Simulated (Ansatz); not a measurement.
## (Ru,Os): OsRu7

A 32-atom cell of (Ru,Os) started in the hexagonal close-packed structure, site fractions Ru 0.875, Os 0.125, short-range order 0.00 among the nearest mixed sites of the first mixed sublattice (0 is random, a negative value favours unlike neighbours), space group P1 at the end.

Calculation: PBE (plane waves to 420 eV, PAW; Ansatz, a quantum-chemistry and plane-wave program). Spin–orbit coupling is left out; the runs are not spin-polarised. Its k-point mesh 5×5×5, Fermi–Dirac width 0.05 eV.

| Item | Result |
|---|---|
| volume per atom | 13.83 Å³ |
| Ru–Ru bonds (within 1.22 times the sum of covalent radii) | 2.695 Å on average, from 2.658 to 2.739 (147) |
| Os–Ru bonds (within 1.22 times the sum of covalent radii) | 2.697 Å on average, from 2.660 to 2.733 (42) |
| Os–Os bonds (within 1.22 times the sum of covalent radii) | 2.682 Å on average, from 2.662 to 2.721 (3) |

```xyz
32
Lattice="1.3633 -7.0786 -4.3024 -1.3633 7.0787 -4.3026 6.8115 2.3586 4.3025" Properties=species:S:1:pos:R:3 pbc="T T T"
Ru     1.3654    -0.7862    -3.2225
Ru    -0.0049     1.5717    -3.2237
Ru     1.3553    -5.5097    -3.2293
Ru     2.7271     6.2961    -3.2253
Ru     2.7275     1.5708    -3.2275
Ru     2.7313     1.5716     1.0764
Ru     1.3605     3.9358    -3.2275
Ru     2.7260    -3.1414    -3.2257
Os     0.0000     6.2919    -3.2311
Os     6.8131    -0.7858     1.0741
Ru     5.4443     1.5705     1.0728
Ru     4.0864     3.9279    -3.2247
Ru     4.0849     3.9308     1.0732
Ru     4.0899    -0.7862    -3.2290
Ru     5.4508     6.2909     1.0790
Ru     5.4472     1.5757    -3.2244
Ru     2.7300    -1.5717    -1.0711
Os     1.3644     0.7888    -1.0746
Ru     1.3629     0.7862    -5.3808
Ru     4.0859     5.5029    -1.0777
Ru     4.0864     0.7847    -1.0802
Ru     4.0887     0.7868    -5.3730
Ru     2.7209     3.1451    -1.0759
Ru     4.0855    -3.9341    -1.0755
Ru     2.7274    -1.5715    -5.3826
Ru     0.0023     3.1443    -5.3833
Ru     6.8084     0.7881     3.2265
Ru     5.4445     3.1438    -1.0704
Ru     6.8059    -3.9369    -1.0796
Ru     5.4486    -1.5769    -1.0742
Os     1.3671    -3.9340    -5.3738
Ru     6.8129     0.7897    -1.0757
```
